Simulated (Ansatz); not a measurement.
**Ge (P6₃/mmc, No. 194, 4 atoms in the cell; start mp-1007760; another form than the element's usual one)**

These are PBE0 (Ansatz, a program for electronic structure, plane waves, PAW) values and carry that method's errors.

Numerical settings: plane-wave cutoff 460 eV, 9×9×4 k mesh (along the axes of the cell as run), Fermi–Dirac smearing 0.01 eV, scalar-relativistic PAW data made under PBE.

Cell (relaxed with PBEsol):

```cif
data_Ge4
_chemical_formula_sum 'Ge4'
_space_group_name_H-M_alt 'P 1'
_space_group_IT_number 1
_cell_length_a 3.99765
_cell_length_b 3.99765
_cell_length_c 6.59372
_cell_angle_alpha 90.000
_cell_angle_beta 90.000
_cell_angle_gamma 120.000
loop_
_space_group_symop_operation_xyz
  'x, y, z'
loop_
_atom_site_label
_atom_site_type_symbol
_atom_site_fract_x
_atom_site_fract_y
_atom_site_fract_z
_atom_site_occupancy
Ge1 Ge 0.66667 0.33333 0.06284 1
Ge2 Ge 0.33333 0.66667 0.93716 1
Ge3 Ge 0.33333 0.66667 0.56284 1
Ge4 Ge 0.66667 0.33333 0.43716 1
```

```json
{
 "band_gap": "0.93 eV (on the SCF k mesh)"
}
```

Spin–orbit coupling is not included.

Static lattice: no zero-point or thermal effects.

Cost on a shared machine: about 5 core-minutes (a rough figure).

A start named mp-… is a Materials Project structure, which need not be a measured phase.
